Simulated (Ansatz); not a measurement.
Be2C: pressure series

The parent structure is Be2C (space group Fm-3m, No. 225; a = 4.311 Å).

Cell and atoms are relaxed at each pressure.

Calculations: PBEsol, PAW, 420 eV (Ansatz, an electronic-structure program; without spin-orbit coupling).

Candidates:
(a) pressure 22.5 GPa
(b) pressure 2.1 GPa
(c) pressure 30 GPa

Before the change:

* **Smallest direct gap**: 4.12 eV

Problem. Order them by smallest direct gap, lowest first.

Solution. (b) pressure 2.1 GPa (4.14 eV), (a) pressure 22.5 GPa (4.29 eV), (c) pressure 30 GPa (4.33 eV)

Load acts through the strain it causes; cell and atoms are relaxed under it. No phonon test of stability was made. No other phases were tried under pressure.
